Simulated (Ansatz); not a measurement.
**SnPt (model structure, started from the CoSn type, P6/mmm, No. 191, 6 atoms in the cell)**

The numbers are results of r²SCAN (plane waves, PAW; Ansatz, an electronic-structure program), not measurements.

Settings: plane-wave cutoff 560 eV, 12×12×12 k mesh, Fermi–Dirac smearing 0.05 eV, scalar-relativistic PAW data made under PBE.

Cell (relaxed at this level):

PtSn is modelled in the hexagonal space group P6/mmm (No. 191), Pearson symbol hP6. Cell: a = 5.6872 Å, b = 5.6872 Å, c = 4.4792 Å, α = 90.00°, β = 90.00°, γ = 120.00°. Pt on 3f is surrounded by 6 Sn at 2.777–2.844 Å and 4 Pt at 2.844 Å. Sn1 on 1a sees 6 Pt at 2.844 Å. Sn2 on 2d is surrounded by 6 Pt at 2.777 Å and 3 Sn at 3.283 Å. (Neighbours: up to the widest gap in distance over summed covalent radii, below 1.35, at either atom.)

```yaml
band_gap: none
bulk modulus B0: 130 GPa
```

Note: the bulk modulus is −V dP/dV from two relaxed cells at ±2 % in volume; the relaxation could raise the start's symmetry but not lower it, so the cell can be a saddle point.

Spin–orbit coupling is not included.

Static lattice: no zero-point or thermal effects.

A model structure was made by putting elements into a prototype or built by hand; it is no filed structure, need not be a known phase, and can be a saddle point held by its symmetry.
